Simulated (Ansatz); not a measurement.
InP under load (space group I-4m2), r2SCAN with spin-orbit coupling, rigid bands run with Ansatz (a first-principles code). Condition of this run: uniaxial stress zz = -1 GPa (compression positive) (the target of the relaxation). Band gap 0.94 eV, N_c = 5.48e17 cm⁻³ and N_v = 1.25e19 cm⁻³ at 300 K, conductivity masses along z (a = (0.00, 2.94, 3.00) Å; b = (2.94, 0.00, 3.00) Å; c = (2.94, 2.94, 0.00) Å) of 0.0848 mₑ (electrons) and 0.599 mₑ (holes). Take k_BT = 0.02585 eV.

What thermal injection velocity √(2k_BT/πm) limits a ballistic channel along the direction named?

1.85e7 cm/s for electrons and 6.95e6 cm/s for holes, a ratio of √(m_h/m_e) = 2.66, for dilute carriers.

A film of it is 5 nm thick, with its normal along the direction named. Estimate the confinement energies in an infinite well.

ħ²π²/(2m t²) = 0.376 eV·nm²/(m/mₑ × t²) gives 177 meV for electrons and 25.1 meV for holes, so the gap would widen to about 1.14 eV. Finite barriers and nonparabolic bands lower this, and with several valleys or bands the heaviest mass along the normal sets the lowest level, not this average.

Find the intrinsic carrier density and the intrinsic Fermi level.

n_i = √(N_c N_v) exp(−E_g/2k_BT) = 2.62e18 × exp(−18.18) = 3.3e10 cm⁻³. The level lies (k_BT/2) ln(N_v/N_c) = 40 meV from mid-gap (positive towards the conduction band). Each 0.1 eV added to the gap lowers n_i by a factor of 6.9.

Rigid bands with the computed gap; masses take one relaxation time for all states.
